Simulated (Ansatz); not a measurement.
CdSe: isotropic strain +2.78 %

Start from CdSe in the wurtzite structure (space group P6_3mc, No. 186; a = 4.383 Å, c = 7.155 Å).

It is then changed as follows: the cell is scaled by 1.0278 in all directions; the atoms relax in the strained cell.

Calculations: PBE (Ansatz, a quantum-chemistry and plane-wave program; PAW; 420 eV plane waves; without spin-orbit coupling), earlier PAW set. Settings: 9×9×5 k-points, 0.05 eV Fermi–Dirac smearing.

| quantity | base | changed | shift |
|---|---|---|---|
| volume per atom | 29.76 Å³ | 32.31 Å³ | +2.55 Å³ |
| shortest interatomic distance | 5.068 bohr | 5.208 bohr | +0.140 bohr |
| energy relative to the base (free energy F) | 0 meV/atom | +26 meV/atom | +26 meV/atom |
| band gap | 0.54 eV | 0.37 eV | -0.177 eV |
| gap character | direct at Γ | direct at Γ | – |
| mean gap deformation potential ΔEg/Δln V | – | -2.2 eV | – |
| width of the top valence band | 1.56 eV | 1.34 eV | -0.22 eV |
| electron mass | 0.057 mₑ (at Γ) | 0.043 mₑ (at Γ) | – |
| valence-band top at Γ (three highest levels, from the VBM) | 0.00, 0.00, -0.04 eV | 0.00, 0.00, -0.03 eV | – |

Effective masses come from finite differences of ±0.01 Å⁻¹. Whether these cells are dynamically stable was not tested.
